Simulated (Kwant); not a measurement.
System: wire with an abrupt hard-wall neck in a InAs two-dimensional gas. Effective mass 0.023 mₑ, grid spacing 10 nm, hard walls, nominal width 200 nm (19 grid rows, so walls 200 nm apart), one parabolic valley, scattering region 600 nm long along x; energies count from the band bottom; Fermi energy swept from 0.00020436 to 0.01469 eV. Central neck 54 nm wide and 140 nm long.

The device is made up for the run: typed textbook-type constants, with dimensions and the other settings drawn at random.

Computed with Kwant: effective-mass tight-binding model on a square grid, one spin, coherent transport at 0 K. Conductance is in e²/h.

Sweep values stay those of the base run.

Base results: G (e²/h) at E = 14.69 meV 1.00; G (e²/h) at E = 10.91 meV 1.00; G (e²/h) at E = 7.342 meV 1.00; mean G (e²/h) over the sweep 0.66.

### Question
What follows from this one change: neck length 140 → 42 nm?

### Answer
G at E = 14.69 meV 1.00 → 1.03 e²/h; G at E = 10.91 meV little changed (0.99 e²/h); G at E = 7.342 meV little changed (1.00 e²/h); mean G over the sweep little changed (0.67 e²/h).

### Question
What follows from this one change: effective mass 0.023 → 0.014 mₑ?

### Answer
G at E = 14.69 meV 1.00 → 0.96 e²/h; G at E = 10.91 meV 1.00 → 0.93 e²/h; G at E = 7.342 meV 1.00 → 0.12 e²/h; mean G over the sweep 0.66 → 0.44 e²/h.
